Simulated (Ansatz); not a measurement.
A self-consistent single point of HgTe (R3m, 2 atoms in the cell) with Ansatz (an electronic-structure program).

Method of the run: PBEsol, default PAW files made with PBE (plane waves; Ansatz).

```xyz
2
Lattice="0.0000 3.2138 3.2138 3.2138 0.0000 3.2138 3.2138 3.2138 0.0000" Properties=species:S:1:pos:R:3 pbc="T T T"
Hg     0.0289     0.0289     0.0289
Te     1.6069     1.6069     1.6069
```

Reference input (self-consistent single point, DFT, PBEsol, plane waves, default PAW files made with PBE): basis.ecutwfc = 420 eV; kpoints.mp_grid.grid = 7 7 7; hamiltonian.xc = pbesol; hamiltonian.pseudopotentials = {kind: paw} (the program's default PAW files); scf.occupations.method = fermi_dirac; scf.occupations.width = 0.01 eV. This run's input differs from it in these lines:

Ansatz 0.2 input:
```diff
@@ -10,3 +10,3 @@
 basis:
-  ecutwfc: 420.0
+  ecutwfc: 230.0
 kpoints:
```

Log, with long lists cut:

```
SCF iter   1: F=—  HF=-20564.582447 eV  |F-HF|=—  |Δ(HF+E_count)|=         —  Δρ=3.99e-2  dr2=5.18e-1  ethr=1.77e-3  ⟨swp⟩=6.0  Hψ=4294  notcnv=0
all-band conjugate gradients solve this SCF's bands
preconditioner: auto → none
SCF iter   2: F=—  HF=-20564.296124 eV  |F-HF|=—  |Δ(HF+E_count)|=   2.86e-1  Δρ=1.20e-2  dr2=4.83e-2  ethr=1.44e-3  ⟨swp⟩=2.0  Hψ=2244  notcnv=0
SCF iter   3: F=—  HF=-20564.281530 eV  |F-HF|=—  |Δ(HF+E_count)|=   1.46e-2  Δρ=5.69e-3  dr2=7.88e-3  ethr=1.34e-4  ⟨swp⟩=2.0  Hψ=1459  notcnv=0
SCF iter   4: F=—  HF=-20564.280318 eV  |F-HF|=—  |Δ(HF+E_count)|=   1.21e-3  Δρ=1.17e-3  dr2=1.08e-3  ethr=2.19e-5  ⟨swp⟩=2.0  Hψ=2066  notcnv=0
SCF iter   5: F=—  HF=-20564.280083 eV  |F-HF|=—  |Δ(HF+E_count)|=   2.35e-4  Δρ=2.47e-4  dr2=2.98e-5  ethr=2.99e-6  ⟨swp⟩=2.5  Hψ=1628  notcnv=0
SCF iter   6: F=—  HF=-20564.280068 eV  |F-HF|=—  |Δ(HF+E_count)|=   1.54e-5  Δρ=2.13e-5  dr2=2.86e-7  ethr=8.27e-8  ⟨swp⟩=2.8  Hψ=1574  notcnv=0
SCF iter   7: F=-20564.280067 eV  HF=-20564.280068 eV  |F-HF|=4.04e-8  |Δ(HF+E_count)|=   1.28e-8  Δρ=6.73e-6  dr2=5.23e-8  ethr=2.78e-10  ⟨swp⟩=4.5  Hψ=3404  notcnv=0
SCF 1 converged in 7 iterations: F = -20564.280067 eV  dr2 = 5.23e-8
Free energy (F): -20564.280067 eV
Internal energy: -20564.279983 eV  (E = F + TS)
E sigma→0 (E₀):  -20564.280025 eV
Entropy (-TS):   -0.000085 eV (-0.042 meV/atom)
Fermi energy:    8.840361 eV
--- Forces (eV/Å), atoms counted from 1 ---
  atom   1  Hg    -0.09455668    -0.09455668    -0.09455668
  atom   2  Te     0.09446516     0.09446516     0.09446516
--- Stress (GPa, compression-positive) ---
        2.033006       0.328776       0.328776
        0.328776       2.033006       0.328776
        0.328776       0.328776       2.033006
  P = ⅓ Tr σ = 2.0330 GPa (20.330 kbar)
  The stress holds the Pulay correction. Without it, at fixed plane waves, as pw.x and ABINIT print it: P = -82.3501 GPa
```

The run converged in 7 iterations. Against the reference run the free energy goes up by 2.76 eV/atom, the pressure goes from 1.84 to 2.03 GPa and the largest force goes from 0.226 to 0.164 eV/Å.

The starting cell has typed, rounded lattice constants, without a prior relaxation at this level. Its lattice was rescaled by up to half a per cent. One atom was moved a little off its site on purpose. Ansatz's pressure includes its estimate of the finite-basis (Pulay) stress. Without the estimate this run gives -82.35 GPa. The cutoff lies below the one recommended for these files. The run gives no clean gap (levels at the Fermi energy touch, overlap or are partly filled at this smearing), which alone does not show that the compound is a metal.
